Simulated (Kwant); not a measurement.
Device: Aharonov-Bohm ring in a GaAs two-dimensional gas. Effective mass 0.067 mₑ, grid spacing 6.7 nm, hard walls, nominal width 80 nm (11 grid rows, so walls 80.4 nm apart), one parabolic valley, scattering region 460 nm long along x; energies count from the band bottom; Fermi energy 0.00345 eV. Ring of mean radius 110 nm, arms as wide as the leads. Perpendicular field swept from 0 to 0.33 T, none in the leads; orbital effect alone.

Constants are typed, rounded textbook-type inputs, not results; the design itself was drawn at random and stands for no fabricated device.

Computed with Kwant: effective-mass tight-binding model on a square grid, one spin, coherent transport at 0 K. Conductance is in e²/h.

Sweep values stay those of the base run.

The Fermi energy was swept, all else fixed.

| Fermi energy (eV) | G (e²/h) at B = 0.1631 T | G (e²/h) at B = 0.2447 T | G (e²/h) at B = 0.3300 T | mean G (e²/h) over the sweep |
|---|---|---|---|---|
| 0.0024 | 0.10 | 0.18 | 0.29 | 0.31 |
| 0.0029 | 5.4e-7 | 0.00018 | 0.0023 | 0.018 |
| 0.00345 | 0.31 | 0.99 | 1.04 | 0.68 |

From the first row to the last the G at B = 0.1631 T goes from 0.10 to 0.31. From the first row to the last the G at B = 0.2447 T goes from 0.18 to 0.99.
